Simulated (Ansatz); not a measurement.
Consider the following.

```xyz
6
Lattice="3.5580 0.0000 0.0000 0.0000 3.5580 0.0000 0.0000 0.0000 5.1719" Properties=species:S:1:pos:R:3 pbc="T T T"
Hf     1.7790     1.7790     2.5859
Hf     0.0000     0.0000     0.0000
O      0.0000     1.7790     3.6059
O      0.0000     1.7790     1.0199
O      1.7790     0.0000     4.1519
O      1.7790     0.0000     1.5660
```

Space group of this cell: P4_2/nmc. The cell is taken as given; by r2SCAN its mean pressure is 4.1 GPa.

The current runs along the normal of the first two printed vectors, the (001) plane. All runs by Ansatz (an electronic-structure program), plane waves and PAW, without spin-orbit coupling; the base is r2SCAN.

| run | mean pressure (GPa) | gap (eV) | mid-gap κ (1/Å) |
|---|---|---|---|
| base | 4.1 | 5.31 | 0.378 |
| all lengths scaled by 0.98 | 23.2 | ? | 0.393 |
| all lengths scaled by 1.02 | -10.5 | ? | 0.365 |
| lengths across the current scaled by 0.98, ions clamped | 16.8 | 5.41 | 0.393 |
| lengths across the current scaled by 1.02, ions clamped | -6.4 | 5.01 | 0.365 |
| lengths along the current scaled by 0.97, ions clamped | 12.4 | 5.05 | 0.377 |
| lengths along the current scaled by 1.03, ions clamped | -3.0 | ? | 0.377 |

### Question
Some entries are withheld; supply them.

### Answer

- all lengths scaled by 0.98, gap (eV): 5.53
- all lengths scaled by 1.02, gap (eV): 5.06
- lengths along the current scaled by 1.03, ions clamped, gap (eV): 5.13
